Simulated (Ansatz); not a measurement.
Consider BeS in the zinc blende structure (space group F-43m, No. 216; a = 4.8381 Å). Axes: x, y, z lie along the cube axes.

The values are results of PBEsol in Ansatz (plane waves to 420 eV, PAW, spin-orbit coupling left out), not measurements.

Before the change:

- Valence-band top at Γ = 0.00, 0.00, 0.00 eV
- Pressure = -0.1 kbar

Modification: tensile biaxial strain of 1.67 % in the plane normal to [111], as in epitaxy on a mismatched substrate; the out-of-plane cell vector and the atoms relax.

Problem. Estimate the effect on the hole mass.

Solution. The hole mass is 0.21 mₑ out of plane, 1.2 mₑ in plane (at Γ).

Problem. What does the calculation give for the energy relative to the base after the change?

Solution. The energy increases by 5.5 meV/atom.

Problem. What happens to the valence-band top at Γ?

Solution. The valence-band top at Γ (three highest levels, from the VBM) becomes 0.00, -0.16, -0.16 eV (base: 0.00, 0.00, 0.00 eV).

Problem. What happens to the pressure?

Solution. The pressure (mean of the normal stresses, compression positive) falls by 24.25 kbar (-0.1 kbar → -24.3 kbar).

Problem. How does this affect the out-of-plane strain?

Solution. The out-of-plane strain comes out as -0.66 %.

The levels and masses belong to the bands next to the band gap. Masses are band curvatures over ±0.01 Å⁻¹ around the edge. Whether these cells are dynamically stable was not tested.

Ansatz is an electronic-structure program.
